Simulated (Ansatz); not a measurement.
# A computed series for ZnCu: pressure series

The reference is ZnCu in the CsCl type structure (space group Pm-3m, No. 221; a = 2.908 Å).

Cell and atoms are relaxed at each pressure.

Method: DFT with PBEsol, PAW potentials and a 420 eV plane-wave cutoff in Ansatz (a program for electronic structure), no spin-orbit coupling.

| pressure (GPa) | volume per atom (Å³/atom) |
|---|---|
| -2 | 12.487 |
| -1 | 12.391 |
| 0 | 12.299 |
| 0.9 | 12.219 |
| 2.1 | ? |
| 4.5 | 11.930 |
| 9 | 11.618 |
| 15 | 11.263 |
| 30 | 10.578 |

Question: Fit the third-order Birch–Murnaghan form P(V) = (3B₀/2)[(V₀/V)^(7/3) − (V₀/V)^(5/3)]·[1 + (3/4)(B₀′ − 4)((V₀/V)^(2/3) − 1)] (squares taken in P) to the rows shown and predict the withheld row.

Answer: Least squares on the printed values gives V₀ = 12.299 Å³/atom, B₀ = 137 GPa, B₀′ = 4.9; this predicts 12.119 Å³/atom, and the run gives 12.118 Å³/atom, in agreement.

Measured bulk modulus of ZnCu: 116 GPa (temperature not stated; as listed in Niraj K. Nepal et al., Phys. Rev. B (2020)); the computed value is for a static lattice, so the two differ by thermal effects too.

Load acts through the strain it causes; cell and atoms are relaxed under it. Whether these cells are dynamically stable was not tested. Competing high-pressure phases were not computed. The final runs are not spin-polarised.
